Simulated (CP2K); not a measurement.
**CP2K run on Mg₂NiH₄ (Imm2, 7 atoms in the cell): self-consistent single point**

Computed with LDA (Pade form), GPW, DZVP-MOLOPT-SR-GTH basis, GTH-PADE potentials (GTH_POTENTIALS) (CP2K 2026.2).

This input was run:

```
&GLOBAL
  PROJECT scf
  RUN_TYPE ENERGY_FORCE
  PRINT_LEVEL LOW
&END GLOBAL
&FORCE_EVAL
  METHOD Quickstep
  STRESS_TENSOR ANALYTICAL
  &DFT
    BASIS_SET_FILE_NAME BASIS_MOLOPT
    POTENTIAL_FILE_NAME GTH_POTENTIALS
    &QS
      METHOD GPW
      EPS_DEFAULT 1E-11
    &END QS
    &MGRID
      CUTOFF 1000
      REL_CUTOFF 50
      NGRIDS 5
    &END MGRID
    &SCF
      SCF_GUESS ATOMIC
      EPS_SCF 1E-6
      MAX_SCF 100
      ADDED_MOS 8
      &DIAGONALIZATION
        ALGORITHM STANDARD
      &END DIAGONALIZATION
      &MIXING
        METHOD BROYDEN_MIXING
        ALPHA 0.2
        NBUFFER 8
        BETA 1
      &END MIXING
      &SMEAR ON
        METHOD FERMI_DIRAC
        ELECTRONIC_TEMPERATURE [K] 580.23
      &END SMEAR
    &END SCF
    &KPOINTS
      SCHEME MONKHORST-PACK 7 7 7
    &END KPOINTS
    &XC
      &XC_FUNCTIONAL PADE
      &END XC_FUNCTIONAL
    &END XC
    &PRINT
      &MO
        EIGENVALUES T
        OCCUPATION_NUMBERS T
        NDIGITS 8
        FILENAME mo
        &EACH
          QS_SCF 0
        &END EACH
        ADD_LAST NUMERIC
      &END MO
      &MULLIKEN OFF
      &END MULLIKEN
    &END PRINT
  &END DFT
  &SUBSYS
    &CELL
      A 4.51511000 0.00000000 0.00000000
      B -2.18857700 3.94922200 0.00000000
      C -0.07913000 -2.61328900 3.68112500
      PERIODIC XYZ
    &END CELL
    &COORD
      SCALED
      Mg       0.75963000     0.50929000     0.25034000
      Mg       0.25895000     0.50929000     0.74966000
      Ni       0.03845000     0.03845000     0.00000000
      H        0.18065000     0.94860000     0.23205000
      H        0.71655000     0.94860000     0.76795000
      H        0.25688000     0.99543000     0.73855000
      H        0.25688000     0.51833000     0.26145000
    &END COORD
    &KIND Mg
      BASIS_SET DZVP-MOLOPT-SR-GTH-q10
      POTENTIAL GTH-PADE-q10
    &END KIND
    &KIND Ni
      BASIS_SET DZVP-MOLOPT-SR-GTH-q18
      POTENTIAL GTH-PADE-q18
    &END KIND
    &KIND H
      BASIS_SET DZVP-MOLOPT-SR-GTH-q1
      POTENTIAL GTH-PADE-q1
    &END KIND
  &END SUBSYS
  &PRINT
    &FORCES ON
    &END FORCES
    &STRESS_TENSOR ON
    &END STRESS_TENSOR
  &END PRINT
&END FORCE_EVAL
```

The program printed (abridged):

```
 GLOBAL| Method name                                                        CP2K
 GLOBAL| Project name                                                        scf
 GLOBAL| Run type                                                   ENERGY_FORCE

 TOTAL NUMBERS AND MAXIMUM NUMBERS

  Total number of            - Atomic kinds:                                   3
                             - Atoms:                                          7
                             - Shell sets:                                     7
                             - Shells:                                        30
                             - Primitive Cartesian functions:                 40
                             - Cartesian basis functions:                     69
                             - Spherical basis functions:                     64

  Maximum angular momentum of- Orbital basis functions:                        3
                             - Local part of the GTH pseudopotential:          2
                             - Non-local part of the GTH pseudopotential:      3

 SCF PARAMETERS         Density guess:                                    ATOMIC
                        max_scf:                                             100
                        max_diis:                                              4
                        eps_scf:                                        1.00E-06
                        eps_diis:                                       1.00E-01
                        eps_eigval:                                     1.00E-05
                        level_shift [a.u.]:                             0.000000
                        added MOs                                         8    0
                        Mixing method:                            BROYDEN_MIXING
                                                charge density mixing in g-space
                        Smear method:                                FERMI_DIRAC
                        Electronic temperature [K]:                        580.2
                        Electronic temperature [a.u.]:                  1.84E-03
                        Accuracy threshold:                             1.00E-10
                        No outer SCF

 Extrapolation method: initial_guess

 Number of electrons:                                                         42
 Number of occupied orbitals:                                                 21
 Number of molecular orbitals:                                                29

 Number of orbital functions:                                                 64
 Number of independent orbital functions:                                     64

 SCF WAVEFUNCTION OPTIMIZATION

  Step     Update method      Time    Convergence         Total energy    Change
     1 NoMix/Diag. 0.20E+00      -     1.77218210      -298.0189101159 -2.98E+02
     2 Broy./Diag. 0.20E+00      -     0.19247766      -293.2175454212  4.80E+00
     3 Broy./Diag. 0.20E+00      -     0.04458118      -298.0911095922 -4.87E+00
     4 Broy./Diag. 0.20E+00      -     0.09998897      -298.0611688515  2.99E-02
     5 Broy./Diag. 0.20E+00      -     0.05552874      -296.5768342062  1.48E+00
     6 Broy./Diag. 0.20E+00      -     0.01896641      -298.1384987582 -1.56E+00
     7 Broy./Diag. 0.20E+00      -     0.01232332      -297.6856926595  4.53E-01
   [... 5 lines left out ...]
    13 Broy./Diag. 0.20E+00      -     0.00000267      -297.8769340473  1.49E-03
    14 Broy./Diag. 0.20E+00      -     0.00000482      -297.8770421204 -1.08E-04
    15 Broy./Diag. 0.20E+00      -     0.00000852      -297.8769728203  6.93E-05
    16 Broy./Diag. 0.20E+00      -     0.00000119      -297.8769618892  1.09E-05
    17 Broy./Diag. 0.20E+00      -     0.00000044      -297.8769639825 -2.09E-06

  *** SCF run converged in    17 steps ***

  Electronic density on regular grids:        -41.9999999942        0.0000000058
  Core density on regular grids:               41.9999999999       -0.0000000001
  Total charge density on r-space grids:        0.0000000057
  Total charge density g-space grids:           0.0000000057

  Overlap energy of the core charge distribution:               0.00000000001537
  Self energy of the core charge distribution:               -534.23346314267576
  Core Hamiltonian energy:                                    156.00295499330801
  Hartree energy:                                             115.18474640416196
  Exchange-correlation energy:                                -34.83115716419489
  Electronic entropic energy:                                  -0.00004507334644
  Fermi energy:                                                 0.22956495608408

  Total energy:                                              -297.87696398253416
  Total energy (extrapolated to T->0):                       -297.87694144586095

 ENERGY| Total FORCE_EVAL ( QS ) energy [hartree]           -297.876970052275396

 FORCES| Atomic forces [hartree/bohr]
 FORCES|   Atom     x               y               z               |f|
 FORCES|      1 -1.25755804E-03 -2.26618204E-03  4.78063851E-05   2.59216487E-03
 FORCES|      2 -1.37248674E-03 -2.19829283E-03 -4.78617129E-05   2.59200732E-03
 FORCES|      3  4.33980715E-03  7.36668131E-03 -7.44665845E-09   8.54996606E-03
 FORCES|      4 -3.96345664E-03  5.63648178E-03 -4.48717224E-03   8.22275076E-03
 FORCES|      5  6.85119373E-03 -7.34587754E-04  4.48716714E-03   8.22272118E-03
 FORCES|      6 -6.45258889E-03 -2.35956121E-03  6.10067559E-03   9.18812686E-03
 FORCES|      7  1.06388400E-03 -6.78763335E-03 -6.10068960E-03   9.18815701E-03
 FORCES| Sum    -7.91205418E-04 -1.34309409E-03 -8.18779065E-08
 FORCES| Total atomic force                                       1.55881614E-03

 STRESS| Analytical stress tensor [bar]
 STRESS|                        x                   y                   z
 STRESS|      x       -3.39503195738E+04   2.25085914623E+03  -2.46592928352E+03
 STRESS|      y        2.25085914623E+03  -3.14555320034E+04   1.45255760132E+03
 STRESS|      z       -2.46592928352E+03   1.45255760132E+03  -3.33199461521E+04
 STRESS| 1/3 Trace                                            -3.29085992431E+04
```

The run converged in 17 iterations.

The starting cell comes from a database of computed structures (which also holds hypothetical and non-ambient phases and stackings), without a prior relaxation at this level. Spin polarisation is off. Values carry the incompleteness of an atom-centred basis. With a pressure of about -3 GPa the cell is away from its equilibrium volume at this level.

Cost on one core of a shared machine: roughly 3 min.
